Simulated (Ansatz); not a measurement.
Gap of a (12,0) BP nanotube at several levels, all on one geometry.

Levels: PBE (plane waves to 420 eV, PAW; Ansatz, a first-principles code); r2SCAN (plane waves to 500 eV, PAW; Ansatz); HSE06 (Ansatz). Unmarked values and the geometry are of the first. Mesh 1×1×6. No spin polarisation. It repeats along c; a and b span vacuum. A hypothetical model, rolled from the flat sheet. Symmetry and one short period hold its shape; lower forms weren't sought. HSE06 ran on a 1×1×4 mesh and at PBE's edge points.

```tsv
level	gap (eV)
PBE	0.84
r2SCAN	?
HSE06	1.38
```

Problem. Complete the blanks.

Solution. 
- r2SCAN, gap (eV): 1.04
